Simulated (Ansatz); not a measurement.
A self-consistent single point of La₃Rh₂ (R-3, 15 atoms in the cell) with Ansatz (a quantum-chemistry and plane-wave program).

Method of the run: PBEsol, default PAW files made with PBE (plane waves; Ansatz).

The change in words: lattice scaled by 1.015. Reference geometry:
```xyz
15
Lattice="4.4764 2.5844 5.7288 -4.4764 2.5844 5.7288 0.0000 -5.1688 5.7288" Properties=species:S:1:pos:R:3 pbc="T T T"
La     0.0000     0.0000     0.0000
La     0.0000     0.0000    13.7034
La     0.0000     0.0000     3.4829
La     1.0154    -2.0476     6.9966
La    -1.0154     2.0476    10.1897
La     1.2656     1.9031     6.9966
La    -1.2656    -1.9031    10.1897
La    -2.2810     0.1445     6.9966
La     2.2810    -0.1445    10.1897
Rh    -3.5414    -0.1523     9.8099
Rh     3.5414     0.1523     7.3765
Rh     1.9026    -2.9908     9.8099
Rh    -1.9026     2.9908     7.3765
Rh     1.6388     3.1431     9.8099
Rh    -1.6388    -3.1431     7.3765
```

Reference input (self-consistent single point, DFT, PBEsol, plane waves, default PAW files made with PBE): basis.ecutwfc = 420 eV; kpoints.mp_grid.grid = 3 3 3; hamiltonian.xc = pbesol; hamiltonian.pseudopotentials = {kind: paw} (the program's default PAW files); scf.occupations.method = fermi_dirac; scf.occupations.width = 0.1 eV. This run's input differs from it in these lines:

```diff
@@ -3,5 +3,5 @@
   lattice:
-    - [4.476350, 2.584422, 5.728793]
-    - [-4.476350, 2.584422, 5.728793]
-    - [0.000000, -5.168844, 5.728793]
+    - [4.543495, 2.623188, 5.814725]
+    - [-4.543495, 2.623188, 5.814725]
+    - [0.000000, -5.246377, 5.814725]
   atoms:
```

The program printed (abridged):

```
SCF iter   1: F=—  HF=-93492.483108 eV  |F-HF|=—  |Δ(HF+E_count)|=         —  Δρ=8.26e-3  dr2=4.64e-1  ethr=1.77e-3  ⟨swp⟩=7.8  Hψ=3506  notcnv=0
all-band conjugate gradients solve this SCF's bands
preconditioner: auto → Kerker (q_TF=auto, 2.417 Å⁻¹)
SCF iter   2: F=—  HF=-93492.437808 eV  |F-HF|=—  |Δ(HF+E_count)|=   4.53e-2  Δρ=2.23e-3  dr2=2.73e-2  ethr=2.31e-4  ⟨swp⟩=3.0  Hψ=1510  notcnv=0
SCF iter   3: F=—  HF=-93492.435140 eV  |F-HF|=—  |Δ(HF+E_count)|=   2.67e-3  Δρ=8.86e-4  dr2=3.46e-3  ethr=1.36e-5  ⟨swp⟩=2.0  Hψ=1025  notcnv=0
SCF iter   4: F=—  HF=-93492.434839 eV  |F-HF|=—  |Δ(HF+E_count)|=   3.01e-4  Δρ=1.41e-4  dr2=1.23e-4  ethr=1.72e-6  ⟨swp⟩=2.7  Hψ=1376  notcnv=0
SCF iter   5: F=—  HF=-93492.434813 eV  |F-HF|=—  |Δ(HF+E_count)|=   2.50e-5  Δρ=4.50e-5  dr2=1.09e-5  ethr=6.10e-8  ⟨swp⟩=2.5  Hψ=1278  notcnv=0
SCF iter   6: F=—  HF=-93492.435379 eV  |F-HF|=—  |Δ(HF+E_count)|=   5.65e-4  Δρ=1.34e-5  dr2=1.20e-6  ethr=5.40e-9  ⟨swp⟩=2.7  Hψ=1365  notcnv=0
SCF iter   7: F=-93492.435379 eV  HF=-93492.435379 eV  |F-HF|=7.52e-9  |Δ(HF+E_count)|=   7.05e-8  Δρ=4.40e-6  dr2=6.34e-8  ethr=4.98e-11  ⟨swp⟩=11.7  Hψ=3720  notcnv=0
SCF 1 converged in 7 iterations: F = -93492.435379 eV  dr2 = 6.34e-8
Free energy (F): -93492.435379 eV
Internal energy: -93492.026269 eV  (E = F + TS)
E sigma→0 (E₀):  -93492.230824 eV
Entropy (-TS):   -0.409109 eV (-27.274 meV/atom)
Fermi energy:    13.029741 eV
--- Forces (eV/Å), atoms counted from 1 ---
  atom   1  La     0.00000000     0.00000000     0.00000000
  atom   2  La     0.00000000    -0.00000001     0.18781593
  atom   3  La    -0.00000000     0.00000001    -0.18781593
  atom   4  La    -0.01834337    -0.26517037     0.01596108
  atom   5  La     0.01834337     0.26517037    -0.01596108
  atom   6  La     0.23881596     0.11669936     0.01596110
  atom   7  La    -0.23881596    -0.11669936    -0.01596110
  atom   8  La    -0.22047259     0.14847101     0.01596110
   [... lines left out ...]
  atom  15  Rh     0.02056382    -0.04540768     0.00653468
--- Stress (GPa, compression-positive) ---
       -5.458183       0.000000       0.000000
       -0.000000      -5.458183       0.000000
       -0.000000       0.000000      -5.604364
  P = ⅓ Tr σ = -5.5069 GPa (-55.069 kbar)
  The stress holds the Pulay correction. Without it, at fixed plane waves, as pw.x and ABINIT print it: P = -5.5199 GPa
```

The run converged in 7 iterations. Against the reference run the free energy goes up by 32.5 meV/atom, the pressure goes from -3.00 to -5.51 GPa and the largest force goes from 0.120 to 0.266 eV/Å.

The starting cell comes from a database of computed structures (which also holds hypothetical and non-ambient phases and stackings), without a prior relaxation at this level. For this run, on top of that: lattice scaled by 1.015. Spin polarisation is off. Ansatz's pressure includes its estimate of the finite-basis (Pulay) stress.

Keys are those of Ansatz 0.2.
